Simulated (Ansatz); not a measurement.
# A self-consistent single point of Bi2Pt3S2 (I2_13, 14 atoms in the cell) with Ansatz

Method: LDA (PW92), default PAW files made with PBE (plane waves; Ansatz, a first-principles code).

Input as run:

Ansatz 0.2 input:
```yaml
# Bi2Pt3S2
crystal:
  lattice:
    - [-4.205550, 4.205550, 4.205550]
    - [4.205550, -4.205550, 4.205550]
    - [4.205550, 4.205550, -4.205550]
  atoms:
    - { symbol: Bi, position: [0.500000, 0.000000, 0.486400] }
    - { symbol: Bi, position: [0.013600, 0.013600, 0.013600] }
    - { symbol: Bi, position: [0.000000, 0.486400, 0.500000] }
    - { symbol: Bi, position: [0.486400, 0.500000, 0.000000] }
    - { symbol: Pt, position: [0.250000, 0.536700, 0.286700] }
    - { symbol: Pt, position: [0.750000, 0.963300, 0.213300] }
    - { symbol: Pt, position: [0.286700, 0.250000, 0.536700] }
    - { symbol: Pt, position: [0.213300, 0.750000, 0.963300] }
    - { symbol: Pt, position: [0.536700, 0.286700, 0.250000] }
    - { symbol: Pt, position: [0.963300, 0.213300, 0.750000] }
    - { symbol: S, position: [0.948400, 0.500000, 0.000000] }
    - { symbol: S, position: [0.000000, 0.948400, 0.500000] }
    - { symbol: S, position: [0.551600, 0.551600, 0.551600] }
    - { symbol: S, position: [0.500000, 0.000000, 0.948400] }
basis:
  ecutwfc: 420.0
kpoints:
  mp_grid: { grid: [3, 3, 3] }
hamiltonian:
  xc: lda
  pseudopotentials: { kind: paw }
scf:
  occupations: { method: methfessel_paxton, width: 0.1 }
output:
  forces: true
  eigenvalues: true
  stress: true
```

Log, with long lists cut:

```
WARN ansatz: RAYON_NUM_THREADS=1 ignored (pool sized by the plan → 1); use --threads N
Pseudopotentials: kind: paw
Pseudopotential: Bi, paw, valence charge 15
Pseudopotential: Pt, paw, valence charge 18
Pseudopotential: S, paw, valence charge 6
Crystal: 14 atoms, lattice volume = 297.528 Å³
Basis set: ecut = 420 eV, 5775 PW (Γ)
Bands: 116, of which v1, the nominal top of the filled ones, is band 96 counted from 1 (95 counted from 0)
Symmetry: 12 space group operations
Space group: I213 (ITA 199), of the structure as read, at distance tolerance 6.7e-5 Å
k-points: 4 of 27 (time reversal used)
PAW frozen core: Bi, regenerated for the run's functional, and the local potential with it
PAW frozen core: Pt, regenerated for the run's functional, and the local potential with it
PAW frozen core: S, regenerated for the run's functional, and the local potential with it
Initial density: superposition of atomic densities (neutral atoms: chi_scale 0, normalization atom), corrected by the library's trained network
Initial wavefunctions: pseudopotential atomic-orbital guess
Eigensolver: davidson
Functional: x = slater, c = lda
SCF iter   1: F=—  HF=-125296.218229 eV  |F-HF|=—  |Δ(HF+E_count)|=         —  Δρ=5.80e-3  dr2=8.85e-2  ethr=1.77e-3  ⟨swp⟩=5.8  Hψ=1717  notcnv=0  defer=7
all-band conjugate gradients solve this SCF's bands
preconditioner: auto → Resta (q_TF=auto, 2.536 Å⁻¹)
SCF iter   2: F=—  HF=-125296.205380 eV  |F-HF|=—  |Δ(HF+E_count)|=   1.28e-2  S|Δr|=    0.00e0  Δρ=3.15e-3  dr2=3.04e-2  ethr=4.61e-5  ⟨swp⟩=2.0  Hψ=546  notcnv=0  defer=11
SCF iter   3: F=—  HF=-125296.197345 eV  |F-HF|=—  |Δ(HF+E_count)|=   8.03e-3  S|Δr|=    0.00e0  Δρ=3.61e-4  dr2=4.81e-4  ethr=1.59e-5  ⟨swp⟩=2.2  Hψ=618  notcnv=0  defer=11
SCF iter   4: F=—  HF=-125296.197215 eV  |F-HF|=—  |Δ(HF+E_count)|=   1.30e-4  S|Δr|=    0.00e0  Δρ=8.68e-5  dr2=2.62e-5  ethr=2.51e-7  ⟨swp⟩=2.0  Hψ=615  notcnv=0  defer=11
SCF iter   5: F=—  HF=-125296.196784 eV  |F-HF|=—  |Δ(HF+E_count)|=   4.31e-4  S|Δr|=    0.00e0  Δρ=1.61e-5  dr2=6.09e-7  ethr=1.37e-8  ⟨swp⟩=2.0  Hψ=620  notcnv=0  defer=11
SCF iter   6: F=-125296.196784 eV  HF=-125296.196784 eV  |F-HF|=2.11e-8  |Δ(HF+E_count)|=   1.06e-7  S|Δr|=    0.00e0  Δρ=3.94e-6  dr2=5.82e-8  ethr=5.21e-11  ⟨swp⟩=11.8  Hψ=2537  notcnv=0
SCF 1 converged in 6 iterations: F = -125296.196784 eV  dr2 = 5.82e-8
SCF converged after 6 iterations
Stability not checked (fill_not_monotonic)
Free energy (F): -125296.196784 eV
Harris-Foulkes:  -125296.196784 eV  (|F-HF|=2.11e-8)
Internal energy: -125296.190433 eV  (E = F + TS)
E sigma→0 (E₀):  -125296.195196 eV
Entropy (-TS):   -0.006351 eV (-0.454 meV/atom)
Fermi energy:    13.343893 eV
--- Per-component energies (eV) ---
  E_band       = -1945.111272
  E_kinetic    = 5483.656338
  E_local      = -21199.569293  (includes V_loc(G=0)·N_el)
  E_nonlocal   = 3623.220254
  E_hartree    = 7927.916448
  E_xc         = -2552.177631
  E_vxc        = -2749.719383  (∫ρ·V_xc dr)
  E_paw        = -98758.754500  (= ΣΔE_a)
  E_vpaw       = -2958.528540  (= ΣTr[D̂ρ^β])
  E_aug_tail   = -0.001079  (compensation charges beyond the density's cutoff)
  E_ewald      = -19823.857438
  E_core_change = 3.376468  (= ΣΔE_core)
  E_smearing   = -0.006351  (= −TS)
  E_closure    = -0.000000  (closes the sum)
  Σ components = -125296.196784   (vs F -125296.196784, Δ=0.00e0)
--- Forces (eV/Å), atoms counted from 1 ---
  atom   1  Bi    -0.02156247    -0.02156247     0.02156247
  atom   2  Bi     0.02156247     0.02156247     0.02156247
  atom   3  Bi    -0.02156247     0.02156247    -0.02156247
  atom   4  Bi     0.02156247    -0.02156247    -0.02156247
  atom   5  Pt     0.16299806     0.00000000     0.00000000
  atom   6  Pt    -0.16299806    -0.00000000     0.00000000
  atom   7  Pt     0.00000000     0.16299806    -0.00000000
  atom   8  Pt    -0.00000000    -0.16299806    -0.00000000
  atom   9  Pt     0.00000000     0.00000000     0.16299806
  atom  10  Pt     0.00000000     0.00000000    -0.16299806
  atom  11  S     -0.29109697     0.29109697     0.29109697
  atom  12  S      0.29109697    -0.29109697     0.29109697
  atom  13  S     -0.29109697    -0.29109697    -0.29109697
  atom  14  S      0.29109697     0.29109697    -0.29109697
  max |Σ_I F_I| component: 1.67e-16 eV/Å
--- Stress (GPa, compression-positive) ---
       -3.139334       0.000000      -0.000000
        0.000000      -3.139334       0.000000
        0.000000       0.000000      -3.139334
  P = ⅓ Tr σ = -3.1393 GPa (-31.393 kbar)
  The stress holds the Pulay correction. Without it, at fixed plane waves, as pw.x and ABINIT print it: P = -3.1741 GPa
--- Band table (eV) ---
  k-point 0: bands = ["-85.1644", "-85.1633", "-85.1633", "-85.1633", "-85.1627", "-85.1627", "-39.5463", "-39.5463", "-39.5463", "-39.5201", "-39.5201", "-39.5201", "-39.2430", "-39.2430", "-39.2430", "-39.2382", "-39.2382", "-39.2382", "-39.1930", [...]
  k-point 1: bands = ["-85.1643", "-85.1637", "-85.1633", "-85.1630", "-85.1627", "-85.1627", "-39.5534", "-39.5463", "-39.5361", "-39.5233", "-39.5201", "-39.5201", "-39.2431", "-39.2421", "-39.2415", "-39.2396", "-39.2393", "-39.2381", "-39.1915", [...]
  k-point 2: bands = ["-85.1641", "-85.1639", "-85.1633", "-85.1629", "-85.1627", "-85.1627", "-39.5548", "-39.5463", "-39.5312", "-39.5267", "-39.5201", "-39.5201", "-39.2423", "-39.2419", "-39.2416", "-39.2398", "-39.2395", "-39.2389", "-39.1902", [...]
  k-point 3: bands = ["-85.1641", "-85.1638", "-85.1636", "-85.1628", "-85.1627", "-85.1627", "-39.5576", "-39.5398", "-39.5350", "-39.5266", "-39.5201", "-39.5201", "-39.2430", "-39.2430", "-39.2419", "-39.2395", "-39.2385", "-39.2377", "-39.1908", [...]
```

The run converged in 6 iterations.

The starting cell comes from a database of published, mostly measured structures (it also holds non-ambient and calculated ones), without a prior relaxation at this level. Spin-orbit coupling is off. Spin polarisation is off. With a pressure of about -3 GPa the cell is away from its equilibrium volume at this level. Ansatz's pressure includes its estimate of the finite-basis (Pulay) stress.
